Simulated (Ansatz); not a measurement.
Band structure of Hf₃N₄ (I-43d, 14 atoms in the cell).

```
CELL_PARAMETERS angstrom
     -3.29946     3.29946     3.29946
      3.29946    -3.29946     3.29946
      3.29946     3.29946    -3.29946
ATOMIC_POSITIONS crystal
  Hf 0.87500 0.25000 0.12500
  Hf 0.75000 0.37500 0.62500
  Hf 0.62500 0.75000 0.37500
  Hf 0.25000 0.12500 0.87500
  Hf 0.12500 0.87500 0.25000
  Hf 0.37500 0.62500 0.75000
  N  0.50000 0.00000 0.63366
  N  0.00000 0.13366 0.50000
  N  0.86634 0.86634 0.86634
  N  0.13366 0.50000 0.00000
  N  0.00000 0.63366 0.50000
  N  0.50000 0.00000 0.13366
  N  0.63366 0.50000 0.00000
  N  0.36634 0.36634 0.36634
```

Method of the run: PBE, PAW files (plane waves; Ansatz, a first-principles code).

Settings: basis.ecutwfc = 30.9 Ry; kpoints.mp_grid.grid = 6 6 6; hamiltonian.xc = pbe; hamiltonian.pseudopotentials = {kind: paw} (the program's default PAW files); scf.occupations.method = fixed; kpoints.band_path.npoints = 16.

The starting cell comes from a database of computed structures (which also holds hypothetical and non-ambient phases and stackings), without a prior relaxation at this level. Its lattice was rescaled by a random factor within 2.5 % of one. Spin-orbit coupling is off.

Question: Predict the gap along the standard path and the places of the band edges.

Answer: The gap along the path is 0.98 eV, direct at Γ to within 0.01 eV.

Levels in eV from the top of the valence band on the path, bands 95 to 102:
```
point     95     96     97     98    99   100   101   102
-----  -----  -----  -----  -----  ----  ----  ----  ----
Γ      -1.41   0.00   0.00   0.00  0.98  0.98  1.73  1.73
H      -0.56  -0.56  -0.56  -0.56  3.81  3.81  3.81  3.81
N      -1.74  -1.74  -0.88  -0.88  2.58  2.58  2.74  2.74
P      -1.89  -1.89  -1.51  -1.51  2.80  2.80  3.29  3.29
```

Keys are those of Ansatz 0.2.
